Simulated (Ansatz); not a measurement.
Consider Ca in the fcc (Cu type) structure (space group Fm-3m, No. 225; relaxed with 0.1 eV smearing).

```yaml
crystal:
  lattice:
    - [0.00000, 2.72790, 2.72790]
    - [2.72790, 0.00000, 2.72790]
    - [2.72790, 2.72790, 0.00000]
  atoms:
    - { symbol: Ca, position: [0.00000, 0.00000, 0.00000] }
```

Cartesian axes are those of the cell as printed.

Level of theory: plane-wave PAW DFT at the PBEsol level (Ansatz, an electronic-structure program, 420 eV), no spin-orbit coupling.

Base values:

- Band gap = zero
- Pressure = 0.0 GPa
- Shortest interatomic distance = 7.290 bohr

Modification: the cell is compressed by 1.50 % along z with no lateral relaxation; the atoms relax in the strained cell.

Question: Estimate the effect on the band gap, pressure, shortest interatomic distance and energy relative to the base.

Answer: The band gap remains zero; the pressure (mean of the normal stresses, compression positive) goes from zero to 0.3 GPa; the shortest interatomic distance falls by 0.054 bohr to 7.236 bohr; the energy grows by 0.7 meV/atom.

Whether these cells are dynamically stable was not tested.
